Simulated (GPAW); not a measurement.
Worked example: self-consistent single point of ScCu3 (I4/mmm, 4 atoms in the cell) in GPAW.

Level of theory: LDA (Perdew-Wang 92), GPAW PAW datasets LDA (gpaw-data 1.0.1) (plane waves; GPAW).

```yaml
crystal:
  lattice:
    - [-1.90439, 1.90439, 3.61919]
    - [1.90439, -1.90439, 3.61919]
    - [1.90439, 1.90439, -3.61919]
  atoms:
    - { symbol: Sc, position: [0.00000, 0.00000, 0.00000] }
    - { symbol: Cu, position: [0.75000, 0.25000, 0.50000] }
    - { symbol: Cu, position: [0.25000, 0.75000, 0.50000] }
    - { symbol: Cu, position: [0.50000, 0.50000, 0.00000] }
```

Reference input (self-consistent single point, DFT PBEsol, plane waves, GPAW PAW datasets PBEsol (made by gpaw-setup)): mode = pw; ecut = 850 eV; xc = PBEsol; kpts = 10 10 10; mesh shift (steps) = 0 0 0; occupations.name = fermi-dirac; occupations.width = 0.136 eV; nbands = -10; convergence.density = 1e-05 e/electron; convergence.energy = 1e-05 eV/electron; symmetry.symmorphic = false; symmetry.tolerance = 0.0005. This run's input differs from it in these lines:

```diff
@@ -15,3 +15,3 @@
 calc = GPAW(mode=PW(850),
-            xc='PBEsol',
+            xc='LDA',
             kpts={'size': (10, 10, 10), 'gamma': True},
```

Its files differ too (potentials: GPAW PAW datasets LDA (gpaw-data 1.0.1)).

Log, with long lists cut:

```
     iter     time        total  log10-change:
                         energy   eigst   dens
iter:   1 --:--:--   -26.568425
iter:   2 --:--:--   -22.709204   -0.74  -1.09
iter:   3 --:--:--   -20.544447   -0.75  -1.26
iter:   4 --:--:--   -20.377596   -1.12  -1.57
iter:   5 --:--:--   -20.367916   -1.08  -1.80
   [... 3 lines left out ...]
iter:   9 --:--:--   -20.058240   -3.05  -2.92
iter:  10 --:--:--   -20.060020   -3.60  -2.84
iter:  11 --:--:--   -20.057765   -3.70  -2.83
iter:  12 --:--:--   -20.057677   -4.74  -3.61
iter:  13 --:--:--   -20.057761c  -4.35  -3.65
iter:  14 --:--:--   -20.057425c  -4.57  -3.35
iter:  15 --:--:--   -20.057427c  -5.93  -3.99
iter:  16 --:--:--   -20.057418c  -6.21  -3.99
iter:  17 --:--:--   -20.057437c  -6.11  -4.02
iter:  18 --:--:--   -20.057441c  -6.63  -4.06
iter:  19 --:--:--   -20.057461c  -6.54  -4.18
iter:  20 --:--:--   -20.057466c  -7.32  -4.25
iter:  21 --:--:--   -20.057456c  -7.46c -4.27
iter:  22 --:--:--   -20.057446c  -7.48c -4.32
iter:  23 --:--:--   -20.057448c  -7.80c -4.43
iter:  24 --:--:--   -20.057448c  -7.55c -4.46
iter:  25 --:--:--   -20.057434c  -7.00  -4.51
iter:  26 --:--:--   -20.057439c  -7.07  -4.62
iter:  27 --:--:--   -20.057436c  -8.09c -5.09c
Converged after 27 iterations.

Dipole moment: (-0.000000, 0.000000, 0.000004) |e|*Ang

Energy contributions relative to reference atoms: (reference = -155594.919355)

Kinetic:        -38.706518
Potential:      +31.259435
External:        +0.000000
XC:             -12.904063
Entropy (-ST):   -0.109984
Local:           +0.348702
SIC:             +0.000000
--------------------------
Free energy:    -20.112428
Extrapolated:   -20.057436

Showing only first 2 kpts
 Kpt  Band  Eigenvalues  Occupancy
  0    20      9.03391    0.00366
  0    21      9.09354    0.00236
  0    22      9.09354    0.00236
  0    23      9.68314    0.00003

  1    20      8.50036    0.16979
  1    21      8.87675    0.01159
  1    22      8.88748    0.01071
  1    23      9.72894    0.00002

Fermi level: 8.17700

No gap
No difference between direct/indirect transitions
Energy (eV): -20.057436

Forces in eV/Ang:
  0 Sc    0.00000    0.00000    0.00000
  1 Cu    0.00000    0.00000    0.00000
  2 Cu    0.00000    0.00000    0.00000
  3 Cu    0.00000    0.00000    0.00000

Stress tensor:
    -0.000362     0.000000     0.000000
     0.000000    -0.000362     0.000000
     0.000000     0.000000     0.003034
Stress (GPa, Voigt): [-0.0579 -0.0579  0.486   0.      0.      0.    ]
```

The run converged in 27 iterations. GPAW prints stress with tension positive. Against the reference run the pressure goes from 5.79 to -0.12 GPa.

The starting cell comes from a database of computed structures (which also holds hypothetical and non-ambient phases and stackings), without a prior relaxation at this level. Its lattice was rescaled by a random factor within 2.5 % of one. Spin polarisation is off.

Cost on one core of a shared machine: roughly 4 min.
